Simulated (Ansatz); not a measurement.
# hcp Y (0 0 1) on zinc-blende InP (1 1 1) (film strained to the substrate, started from cuts of the bulks and a machine-learned relaxation; slabs In12P12 and Y16, which can lie off the formulas)

A periodic stack without vacuum, hcp Y (0 0 1) on zinc-blende InP (1 1 1) (film strained to the substrate, started from cuts of the bulks and a machine-learned relaxation; slabs In12P12 and Y16, which can lie off the formulas): substrate slab In12P12, film Y16, surface cells [[-2, 1], [-1, -1]] and [[0, -2], [2, 0]], film strained by -0.2 and -0.2 %, outermost planes In/P and Y/Y as cut, which need not be the usual terminations and can put a slab off its formula.

The start was prepared with a machine-learned potential, and the result is one local minimum, with the in-plane cell held and forces under 0.04 eV/Å; the film can end far from its bulk form.

The numbers are results of PBE (plane waves to 420 eV, PAW; Ansatz, an electronic-structure program), not measurements. Spin–orbit coupling is left out; the runs are not spin-polarised; PBE gaps are too small against experiment. Its k-point mesh 4×4×1, Fermi–Dirac width 0.05 eV.

```
Property                                                                                    Value
-------------------------------------------------------------------------------  ----------------
interface area                                                                            46.2 Å²
period                                                                                    24.55 Å
heights between the nearest atoms of the two slabs at the two interfaces         1.41 and -2.19 Å
P–Y contacts across the interfaces within 1.22 times the sum of covalent radii    22, mean 2.84 Å
In–Y contacts across the interfaces within 1.22 times the sum of covalent radii   16, mean 3.50 Å
```

```xyz
40
Lattice="7.2979 0.0056 -0.1527 3.6515 6.3155 0.2739 -0.2053 4.3402 24.8430" Properties=species:S:1:pos:R:3 pbc="T T T"
In     5.5589     2.8633     1.8314
In     4.0939     0.2081     1.1013
In     3.0572     5.4505     2.5130
In     5.5612     2.7544     4.6719
In     5.6070     6.9020     5.0072
In     1.9901     4.7924     5.0958
In     8.2287     6.7256     8.3905
In     4.4542     4.7188     8.4395
In     0.7731     2.4127     8.3418
In     7.0315     4.7034    11.5719
In     3.3648     2.4985    11.5094
In     3.3411     6.1274    12.4350
P      7.2302     1.1906    -2.1234
P      5.2704     6.8755     2.3691
P      3.3289     3.7975     0.5331
P      8.0787     6.8996     5.8224
P      4.4462     4.7680     5.8973
P      0.7229     2.6333     5.7378
P      6.9522     4.5896     9.0645
P      3.2823     2.4775     9.0187
P      3.2705     6.6398     9.6821
P      5.0717     3.8309    12.9139
P      7.1305     6.7002    13.1986
P      1.7133     3.7839    13.0141
Y      1.6107     5.5670    15.1767
Y      5.3147     5.5934    15.0638
Y      3.4127     8.7622    14.8034
Y      7.0902     8.7249    15.0553
Y      3.5175     6.5542    17.8675
Y      7.2331     6.4821    18.0042
Y      1.7223     3.3374    17.9116
Y      5.3229     3.2816    17.6527
Y      1.8797     5.2375    21.0930
Y      5.3273     5.2060    20.4548
Y      3.4887     8.5032    20.7652
Y      7.0349     8.1916    21.2272
Y      4.4686     6.6965    23.4792
Y      7.9715     6.8619    24.9697
Y      5.2315     9.8258    24.5313
Y      8.9430     9.7662    23.6311
```
